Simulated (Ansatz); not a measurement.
## Hypothetical diamond Ni, thickness series

The parent structure is Ni in the diamond structure (space group Fd-3m, No. 227; a = 5.0999 Å; ferromagnetic; a hypothetical phase, not in the database extracts checked). Axes: x, y, z lie along the cube axes.

Free-standing slabs (2 atom(s) a layer) normal to [110] with 15 Å of vacuum; in-plane cell held at bulk.

All numbers come from PBE (Ansatz, a program for electronic structure, PAW, scalar-relativistic without spin-orbit coupling).

Notes on the quantities. excess energy per area of both faces: slab less bulk energy over the cell's area: twice a surface energy; uncertain by up to 0.1 J/m²; layer's space group: with vacuum.

```tsv
change	shortest interatomic distance	excess energy per area of both faces	layer's space group	thickness between the outermost nuclei	largest site moment
base	2.208 Å	–	–	–	0.84 μB
1 layer	2.173 Å	–	Pmma (No. 51)	–	1.00 μB
2 layers	2.212 Å	2.14 J/m²	Pmna (No. 53)	1.85 Å	0.91 μB
3 layers	2.213 Å	2.13 J/m²	Pmma (No. 51)	3.66 Å	0.92 μB
4 layers	2.212 Å	2.2 J/m²	Pmna (No. 53)	5.50 Å	0.92 μB
5 layers	2.209 Å	2.2 J/m²	Pmma (No. 51)	7.31 Å	0.91 μB
6 layers	2.211 Å	2.2 J/m²	Pmna (No. 53)	9.13 Å	0.92 μB
7 layers	2.211 Å	2.2 J/m²	Pmma (No. 51)	10.94 Å	0.91 μB
```

The magnetic state is the one reached from the starting moments; the real material's order can differ, and small cells can't hold many antiferromagnetic ones. Slab and bulk use different k-meshes, which limits the precision of the excess energy. Stability against distortions was not tested.
